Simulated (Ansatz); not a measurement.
Density of states of LiIrGa (P6_3/mmc) near the Fermi level, PBEsol, rigid bands (Ansatz, a first-principles code).

```
E − E_F (eV) | states/eV/cell
    -1.95 | ################ 4.92
    -1.85 | ########################## 7.94
    -1.75 | ############################## 9.00
    -1.65 | ####################### 6.87
    -1.55 | ################# 5.19
    -1.45 | ################ 4.90
    -1.35 | ################ 4.69
    -1.25 | ############## 4.24
    -1.15 | ############ 3.67
    -1.05 | ########## 2.88
    -0.95 | ######### 2.59
    -0.85 | ####### 2.22
    -0.75 | ######### 2.64
    -0.65 | ######### 2.73
    -0.55 | ######### 2.71
    -0.45 | ################# 5.05
    -0.35 | ############### 4.60
    -0.25 | ########## 3.08
    -0.15 | ########### 3.31
    -0.05 | ####### 2.03
     0.05 | ###### 1.89
     0.15 | ###### 1.88
     0.25 | ##### 1.55
     0.35 | ##### 1.55
     0.45 | ###### 1.70
     0.55 | ###### 1.69
     0.65 | ##### 1.64
     0.75 | ##### 1.60
     0.85 | ##### 1.50
     0.95 | ##### 1.44
     1.05 | ##### 1.40
     1.15 | ##### 1.37
     1.25 | ##### 1.35
     1.35 | #### 1.34
     1.45 | #### 1.34
     1.55 | #### 1.34
     1.65 | ##### 1.36
     1.75 | ##### 1.47
     1.85 | ##### 1.62
     1.95 | ###### 1.71
```

**Question.** With 6 atoms a cell, what bare Sommerfeld coefficient γ = (π²/3) k_B² N(E_F) follows?

**Answer.** N(E_F) ≈ 1.97 states/eV a cell at 300 K, so γ ≈ 0.77 mJ/(mol of atoms·K²), before electron-phonon enhancement.

**Question.** How far does the Fermi level move in a rigid band for 0.1 electron a cell added or removed?

**Answer.** 52 meV and -49 meV.

A metal at this level (no band gap); rigid bands, thermally averaged at 300 K, both spins. Spin-orbit coupling is left out, which matters with elements this heavy. Geometry: cell and atoms relaxed with PBEsol.

Computed structure, not matched to a measured one here, so possibly hypothetical: LiIrGa (P6_3/mmc).
